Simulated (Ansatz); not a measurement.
The structure below was relaxed with PBEsol (Ansatz, a first-principles code), spin-orbit coupling left out, earlier PAW set, at pressure 50 GPa.

Space group P4₂/nmc, origin choice 1 (No. 137); a = b = 3.404 Å, c = 4.814 Å, α = β = γ = 90.00°

```json
[
 {"atom": "Hf", "site": "2a", "symmetry": "-4m2", "x": "0.0000", "y": "0.0000", "z": "0.0000"},
 {"atom": "O", "site": "4d", "symmetry": "2mm.", "x": "0.0000", "y": "0.5000", "z": "0.2476"}
]
```

Question: Write out a cell with all atoms.

Answer: 
```cif
data_Hf2O4
_chemical_formula_sum 'Hf2 O4'
_space_group_name_H-M_alt 'P 1'
_space_group_IT_number 1
_cell_length_a 3.40366
_cell_length_b 3.40366
_cell_length_c 4.81374
_cell_angle_alpha 90.000
_cell_angle_beta 90.000
_cell_angle_gamma 90.000
loop_
_space_group_symop_operation_xyz
  'x, y, z'
loop_
_atom_site_label
_atom_site_type_symbol
_atom_site_fract_x
_atom_site_fract_y
_atom_site_fract_z
_atom_site_occupancy
Hf1 Hf 0.00000 0.00000 0.00000 1
Hf2 Hf 0.50000 0.50000 0.50000 1
O1 O 0.00000 0.50000 0.24756 1
O2 O 0.00000 0.50000 0.74756 1
O3 O 0.50000 0.00000 0.25244 1
O4 O 0.50000 0.00000 0.75244 1
```
This is the conventional cell.

Load acts through the strain it causes; cell and atoms are relaxed under it. Stability against distortions was not tested. No other phases were tried under pressure. The cell was made from HfO2 (space group P4_2/nmc, No. 137) by this change: pressure 50 GPa. This is not the structure that HfO2 has at room temperature and ambient pressure.
